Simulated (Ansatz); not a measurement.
For LaBr₃ (P6₃/m, No. 176), LDA (Ansatz, an electronic-structure program, PAW) gives:

```
Quantity                          Value
------------------------------  -------
equilibrium lattice constant a  7.794 Å
lattice parameter c             4.417 Å
```

Q: What does r²SCAN-D4 (PAW; Ansatz) give for the same quantities?

A: 
- lattice constant a: 7.998 Å (goes up by 2.6 %)
- lattice parameter c: 4.521 Å (grows by 2.4 %)

Changes are worked out from the printed values.

Unless a cell is named, each level is at its own relaxed cell (LDA 29.05, r²SCAN-D4 31.30 Å³/atom).

Ansatz's density-functional and Hartree–Fock values are scalar-relativistic unless marked +SOC, with PAW data made under PBE.
